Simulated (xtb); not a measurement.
xtb 6.7.1, GFN2-xTB: C[C](C)[Se]C(C)C, charge 0, multiplicity 2, 20 atoms. The geometry is a generated start, not checked to be a minimum at this level.

```yaml
method: GFN2-xTB
"--acc": 1 (default)
"--etemp (K)": 300 (default)
detailed input (--input): "none: ANC optimiser, Lindh (1995) Hessian, microcycle=20, maxdispl=1.0, hlow=0.01 (default)"
basis_functions: 47
valence_electrons: 43
```

```xyz
20

C      2.0435     0.8972     0.2023
C      1.4687    -0.4340    -0.1532
C      2.3765    -1.4009    -0.8385
Se     0.0125    -1.1275     0.7936
C     -1.3425     0.3441     0.4529
C     -1.7275     0.3228    -1.0130
C     -2.5251     0.1309     1.3777
H      2.2367     1.4825    -0.6996
H      1.3765     1.4679     0.8445
H      3.0004     0.7810     0.7202
H      1.8477    -2.3204    -1.0857
H      3.2461    -1.6567    -0.2241
H      2.7581    -0.9552    -1.7593
H     -0.8294     1.2781     0.6978
H     -0.8420     0.4200    -1.6398
H     -2.2269    -0.6119    -1.2615
H     -2.4042     1.1473    -1.2356
H     -3.2774     0.8997     1.2045
H     -2.9789    -0.8428     1.1967
H     -2.2129     0.1778     2.4201
```

Charge 0 and multiplicity 2 are set for this test and not shown to be the ground state. GFN-xTB has no spin term: --uhf 1 sets the occupations alone.

The structure is relaxed from this start with --opt LEVEL for the levels crude, sloppy, loose, lax, normal, tight, vtight, extreme, once each. Up to the end of the extreme run atoms move by at most 0.42 Å along an axis.

Problem. What is the loosest level that ends within 1 meV of the extreme run, and how many cycles does it take?

Solution. tight: 22 cycles against 32, ending 0.058 meV above.

```tsv
level	cycles	energy above the extreme run (meV)	gradient norm (eV/Å)
crude	1	10	0.046
sloppy	1	10	0.046
loose	1	10	0.046
lax	1	10	0.046
normal	1	10	0.046
tight	22	0.058	0.0079
vtight	27	under 0.01	0.0017
extreme	32	—	0.0011
```
